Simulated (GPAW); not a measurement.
## Worked example: self-consistent single point of YAl3Ag (Imm2, 5 atoms in the cell) in GPAW

Level of theory: LDA (Perdew-Wang 92), GPAW PAW datasets LDA (gpaw-data 1.0.1) (plane waves; GPAW).

The input file:

```python
from ase import Atoms
from ase.units import GPa
from gpaw import GPAW, PW, FermiDirac

atoms = Atoms(['Y', 'Al', 'Al', 'Al', 'Ag'],
              cell=[[-2.109898, 2.118890, 5.708447],
                    [2.109898, -2.118890, 5.708447],
                    [2.109898, 2.118890, -5.708447]],
              scaled_positions=[[0.000140, 0.000140, 0.000000],
                                [0.249850, 0.749850, 0.500000],
                                [0.609660, 0.609660, 0.000000],
                                [0.390140, 0.390140, 0.000000],
                                [0.750200, 0.250200, 0.500000]],
              pbc=True)

calc = GPAW(mode=PW(600),
            xc='LDA',
            kpts=(7, 7, 7),
            occupations=FermiDirac(0.05),
            nbands=-9,
            convergence={'density': 1e-05, 'energy': 1e-05},
            symmetry={'symmorphic': False, 'tolerance': 0.0005},
            maxiter=150,
            txt='-')

atoms.calc = calc

energy = atoms.get_potential_energy()
print('Energy (eV):', round(energy, 6))
forces = atoms.get_forces()
print('Forces (eV/Ang):')
print(forces.round(5))
stress = atoms.get_stress()
print('Stress (GPa, Voigt):', (stress / GPa).round(4))
```

The program printed (abridged):

```
Input parameters:
  convergence: {density: 1e-05,
                energy: 1e-05}
  kpts: [7 7 7]
  maxiter: 150
  mode: {ecut: 600.0,
         name: pw}
  nbands: -9
  occupations: {fixmagmom: False,
                name: fermi-dirac,
                width: 0.05}
  symmetry: {symmorphic: False,
             tolerance: 0.0005}

species:
  Y:
    name: Yttrium
    Z: 39.0
    valence: 11
    core: 28
    charge: 0.0
    file: Y.LDA.gz

    # Using partial waves for Y as LCAO basis

  Al:
    name: Aluminium
    Z: 13.0
    valence: 3
    core: 10
    charge: 0.0
    file: Al.LDA.gz

    # Using partial waves for Al as LCAO basis

  Ag:
    name: Silver
    Z: 47.0
    valence: 17
    core: 30
    charge: 0.0
    file: Ag.LDA.gz

    # Using partial waves for Ag as LCAO basis

Reference energy: -256187.682599  # eV

Spin-paired calculation

Convergence criteria:
 Maximum [total energy] change in last 3 cyles: 1e-05 eV / valence electron
 Maximum integral of absolute [dens]ity change: 1e-05 electrons / valence electron
 Maximum integral of absolute [eigenst]ate change: 4e-08 eV^2 / valence electron
 Maximum number of scf [iter]ations: 150

Symmetries present (total): 4
Symmetries with fractional translations: 0
343 k-points: 7 x 7 x 7 Monkhorst-Pack grid
64 k-points in the irreducible part of the Brillouin zone
       k-points in crystal coordinates                weights
   0:     0.00000000    0.00000000    0.00000000          1/343
   1:     0.14285714   -0.14285714   -0.14285714          2/343
   2:     0.14285714   -0.14285714    0.00000000          4/343
   [... 7 lines left out ...]
          ...
  63:     0.42857143    0.42857143    0.42857143          8/343

Wave functions: Plane wave expansion
  Cutoff energy: 600.000 eV
  Number of coefficients (min, max): 3383, 3426
  Pulay-stress correction: 0.000000 eV/Ang^3 (de/decut=0.000000)

Occupation numbers: Fermi-Dirac:
  width: 0.0500  # eV

Eigensolver

Densities:
  Coarse grid: 40*40*40 grid
  Fine grid: 80*80*80 grid
  Total Charge: 0.000000

Density mixing:
  Method: separate
  Backend: pulay
  Linear mixing parameter: 0.05
  old densities: 5
  Damping of long wavelength oscillations: 50

Hamiltonian:
  XC and Coulomb potentials evaluated on a 80*80*80 grid
  External potential:
    NoExternalPotential

Number of atoms: 5
Number of atomic orbitals: 37
Number of bands in calculation: 27
Number of valence electrons: 37
Bands to converge: occupied

Density initialized from atomic densities
  27 bands from LCAO basis set

Atomic positions and initial magnetic moments

Positions:
   0 Y      0.000000    0.000000    0.001598    ( 0.0000,  0.0000,  0.0000)
   1 Al     2.109898    0.000000    2.852511    ( 0.0000,  0.0000,  0.0000)
   2 Al     0.000000   -0.000000    6.960424    ( 0.0000,  0.0000,  0.0000)
   3 Al     0.000000   -0.000000    4.454187    ( 0.0000,  0.0000,  0.0000)
   4 Ag     0.000000    2.118890    2.856507    ( 0.0000,  0.0000,  0.0000)

Unit cell:
           periodic     x           y           z      points  spacing
  1. axis:    yes   -2.109898    2.118890    5.708447    40     0.0993
  2. axis:    yes    2.109898   -2.118890    5.708447    40     0.0990
  3. axis:    yes    2.109898    2.118890   -5.708447    40     0.0748

  Lengths:   6.444201   6.444201   6.444201
  Angles:  141.776666 141.607398  55.293093

Effective grid spacing dv^(1/3) = 0.1168

     iter     time        total  log10-change:
                         energy   eigst   dens
iter:   1 --:--:--   -25.258225
iter:   2 --:--:--   -24.598294   -1.56  -1.16
iter:   3 --:--:--   -23.617012   -1.01  -1.20
iter:   4 --:--:--   -23.793428   -1.67  -1.44
iter:   5 --:--:--   -23.637466   -1.95  -1.62
iter:   6 --:--:--   -23.731654   -1.35  -1.82
iter:   7 --:--:--   -23.506208   -2.21  -1.71
iter:   8 --:--:--   -23.494260   -3.17  -2.50
iter:   9 --:--:--   -23.490415   -3.55  -2.57
iter:  10 --:--:--   -23.489621   -4.05  -2.90
iter:  11 --:--:--   -23.489623   -5.57  -3.07
iter:  12 --:--:--   -23.489628c  -4.52  -3.10
iter:  13 --:--:--   -23.489499c  -5.37  -3.49
iter:  14 --:--:--   -23.489511c  -5.72  -3.81
iter:  15 --:--:--   -23.489499c  -6.43  -3.89
iter:  16 --:--:--   -23.489496c  -6.42  -4.05
iter:  17 --:--:--   -23.489495c  -7.49c -4.28
iter:  18 --:--:--   -23.489494c  -7.33  -4.31
iter:  19 --:--:--   -23.489494c  -8.05c -4.57
iter:  20 --:--:--   -23.489494c  -8.52c -4.70
iter:  21 --:--:--   -23.489494c  -8.77c -4.77
iter:  22 --:--:--   -23.489495c  -8.54c -4.89
iter:  23 --:--:--   -23.489495c  -9.23c -5.02c

Converged after 23 iterations.

Dipole moment: (-0.052681, 0.052906, -0.042952) |e|*Ang

Energy contributions relative to reference atoms: (reference = -256187.682599)

Kinetic:         -0.527237
Potential:       +2.316344
External:        +0.000000
XC:             -25.345648
Entropy (-ST):   -0.009181
Local:           +0.071638
SIC:             +0.000000
--------------------------
Free energy:    -23.494085
Extrapolated:   -23.489495

Showing only first 2 kpts
 Kpt  Band  Eigenvalues  Occupancy
  0    16      5.33260    2.00000
  0    17      6.03670    1.99990
  0    18      7.61209    0.00000
  0    19      7.90631    0.00000

  1    16      4.67196    2.00000
  1    17      6.15849    1.99883
  1    18      6.54069    0.89849
  1    19      8.19212    0.00000

Fermi level: 6.53051

No gap
No difference between direct/indirect transitions
Energy (eV): -23.489495

Forces in eV/Ang:
  0 Y     0.00000    0.00000   -0.00334
  1 Al    0.00000    0.00000   -0.01625
  2 Al    0.00000    0.00000    0.16092
  3 Al    0.00000    0.00000   -0.14577
  4 Ag    0.00000    0.00000    0.00440

Stress tensor:
     0.042668     0.000000     0.000000
     0.000000     0.045121     0.000000
     0.000000     0.000000     0.043268
Stress (GPa, Voigt): [6.8362 7.2291 6.9323 0.     0.     0.    ]
```

The run converged in 23 iterations. GPAW prints stress with tension positive.

The starting cell comes from a database of computed structures (which also holds hypothetical and non-ambient phases and stackings), without a prior relaxation at this level. Its lattice was rescaled by a random factor within 2.5 % of one. With a pressure of about -7 GPa the cell is away from its equilibrium volume at this level.

Cost on one core of a shared machine: roughly 3 min.
